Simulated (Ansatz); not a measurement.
**A computed series for MoP: response to strain**

Base system: MoP (space group P-6m2, No. 187; a = 3.208 Å, c = 3.173 Å; relaxed with 0.1 eV smearing). Axes: x lies along a and z along c of the hexagonal cell.

Strains are applied to the cell and any free atomic positions relax; under biaxial strain the out-of-plane vector relaxes too; under stress the whole cell relaxes.

Calculations: PBEsol (Ansatz, a program for electronic structure), scalar-relativistic without spin-orbit coupling.

Notes on the quantities. pressure: mean of the normal stresses, compression positive.

| variant | volume per atom | pressure |
|---|---|---|
| base | 14.13 Å³ | 0.0 GPa |
| biaxial strain −1.55 %, plane normal [001], relaxed out of plane | ? | ? |
| biaxial strain −1.13 %, plane normal [001], relaxed out of plane | 13.92 Å³ | 3.0 GPa |
| biaxial strain +0.29 %, plane normal [001], relaxed out of plane | 14.19 Å³ | -0.7 GPa |
| biaxial strain +1.38 %, plane normal [001], relaxed out of plane | 14.40 Å³ | -3.4 GPa |
| biaxial strain +2.05 %, plane normal [001], relaxed out of plane | 14.53 Å³ | -4.9 GPa |
| biaxial strain +2.13 %, plane normal [001], relaxed out of plane | 14.55 Å³ | -5.1 GPa |
| isotropic strain −2.21 % | 13.22 Å³ | 18.8 GPa |
| isotropic strain −0.37 % | 13.98 Å³ | 2.8 GPa |
| uniaxial stress, 1 GPa compression along z | 14.12 Å³ | – |

**Question.** Complete the table.

**Answer.** 
- biaxial strain −1.55 %, plane normal [001], relaxed out of plane, volume per atom: 13.84 Å³
- biaxial strain −1.55 %, plane normal [001], relaxed out of plane, pressure: 4.2 GPa

Stability under load was not tested beyond the relaxation. The final runs are not spin-polarised. An odd electron count without spin: MoP.
